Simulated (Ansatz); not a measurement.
Surface energy of faces of bcc Nb in PBE and in r2SCAN, in Ansatz (plane waves, PAW). Symmetric slabs relaxed with PBE from ideal cuts in 1x1 cells (the lowest computed cut and spin start of each face; real faces may reconstruct in larger cells); r2SCAN values are single points on them, with the bulk at the same level. No spin-orbit coupling, no U.

```
face   PBE (J/m²)  r2SCAN (J/m²)
-----  ----------  -------------
(100)        2.37           2.49
(110)        2.08           2.22
(111)        2.40           2.55
(210)        2.26              ?
(211)        2.36           2.51
(221)        2.33           2.47
(310)        2.30           2.42
(320)        2.20           2.33
(321)        2.29           2.43
```

Q: Fit a straight line y = a·x + b by least squares to the 8 complete rows (x: PBE (J/m²); y: r2SCAN (J/m²)).

A: the means are x̄ = 2.2913 and ȳ = 2.4275; Σ(x − x̄)² = 0.077287 and Σ(x − x̄)(y − ȳ) = 0.078225, so a = 1.012 and b = ȳ − a·x̄ = 0.108. The largest residual is 0.017.

Q: What does the line predict for the withheld row, (210), and what did the calculation give?

A: the line gives 2.40; the calculation gave 2.39, a miss of -0.01, of the size of the fitted rows' scatter and rounding.

Ansatz is a program for electronic structure.
